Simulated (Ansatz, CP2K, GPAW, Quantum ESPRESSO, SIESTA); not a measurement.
One structure in several programs: SrYMg6 (Amm2, 8 atoms in the cell)

Self-consistent single point.

```
SrYMg6
1.0
    5.26014     0.00000     0.00000
    0.00000     3.54636     5.84394
    0.00000    -3.54636     5.84394
Sr Y Mg
1 1 6
Direct
  0.00000   0.59812   0.59812
  0.50000   0.90393   0.90393
  0.50000   0.38620   0.94212
  0.50000   0.94212   0.38620
  0.50000   0.40582   0.40582
  0.00000   0.10925   0.57149
  0.00000   0.57149   0.10925
  0.00000   0.08308   0.08308
```

Shared settings, as Ansatz (a first-principles code) writes them: kpoints.mp_grid.grid = 4 3 3; scf.occupations.method = fermi_dirac; scf.occupations.width = 0.0073 Ry. Potentials and cutoffs stand in the table.

```csv
code,model,pressure (GPa),largest force (eV/Å),cutoff
CP2K,"PBEsol, GPW, TZVP-MOLOPT-SR-GTH basis, GTH-PBE potentials (GTH_POTENTIALS)",0.07,0.135,grid 500 Ry
Quantum ESPRESSO,"PBEsol, SSSP 1.1.2 precision (PBE) pseudopotentials",-1.03,0.090,50 Ry
Ansatz,"PBEsol, PAW files made with PBE",-1.00,0.090,30.9 Ry
GPAW,"PBEsol, GPAW PAW datasets PBEsol (made by gpaw-setup)",-0.96,0.089,850 eV
SIESTA,"GGA PBEsol, numerical atomic orbitals DZP, PseudoDojo PBEsol standard norm-conserving potentials (rewritten from UPF to PSML)",0.57,0.213,grid 350 Ry
```

Size of the force on each atom (eV/Å): Sizes of forces hide their directions.

```csv
code,Sr1,Y2,Mg3,Mg4,Mg5,Mg6,Mg7,Mg8
CP2K,0.045,0.020,0.091,0.091,0.135,0.134,0.135,0.092
Quantum ESPRESSO,0.010,0.047,0.032,0.032,0.087,0.090,0.090,0.078
Ansatz,0.011,0.046,0.031,0.031,0.086,0.090,0.090,0.078
GPAW,0.012,0.047,0.027,0.027,0.078,0.089,0.089,0.079
SIESTA,0.067,0.052,0.213,0.213,0.109,0.150,0.150,0.014
```

The spread over the programs that give each value: pressure within 1.60 GPa; largest force within 0.124 eV/Å.

CP2K and SIESTA use small atom-centred bases, whose incompleteness enters pressures, forces and empty levels differently from a plane-wave cutoff. Ansatz's pressure is given at a fixed set of plane waves, as the other plane-wave codes print theirs. In the pressure, CP2K (by 1.07) and SIESTA (by 1.58) lie more than 1 GPa from the median of the plane-wave programs. In the force vectors, SIESTA (by 0.221) lies more than 0.08 eV/Å from the median of the plane-wave programs.

The starting cell comes from a database of computed structures (which also holds hypothetical and non-ambient phases and stackings), without a prior relaxation at this level.

Keys are those of Ansatz 0.2.
